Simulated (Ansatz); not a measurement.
Hexagonal WC, treated with PBE+SOC in Ansatz (plane waves, PAW).

Numerical settings: plane-wave cutoff 520 eV, 24×24×20 k mesh (along the axes of the cell as run), Fermi–Dirac smearing 0.05 eV, PAW data made under PBE.

Energies at three volumes about the minimum:

```tsv
V (Å³/atom)	E − E_lowest (meV/atom)
10.305	5.19
10.515	0.00
10.726	4.84
```

Problem. Fit a parabola by hand: where is the minimum, and what is the bulk modulus?

Solution. Slopes: (0.00 − 5.19)/(10.515 − 10.305) = -24.714 and (4.84 − 0.00)/(10.726 − 10.515) = 22.938 meV/Å³. Curvature E″ = 2 × (22.938 − (-24.714))/(10.726 − 10.305) = 226.375 meV/Å⁶. From the middle of the first interval, the slope vanishes at V0 = 10.4100 − (-24.714)/226.375 = 10.519 Å³/atom. B = V0 E″ = 10.519 × 226.375 meV/Å³ × 0.1602 GPa per meV/Å³ = 382 GPa. The full Birch–Murnaghan fit to all volumes gives V0 = 10.515 Å³/atom and B0 = 382 GPa.

Shape and atoms are relaxed at each volume.

Measured, for comparison: bulk modulus 384 ± 0.8 GPa (room temperature, not corrected to a static lattice, adiabatic, ultrasonic, sources range from 377 to 412; as tabulated in Compression behavior of WC and WC-6%Co up to 50 GPa (OSTI 1006718)). Computed less measured: bulk modulus -0.5 % (inside the range of the sources held).

Ansatz is an electronic-structure program.
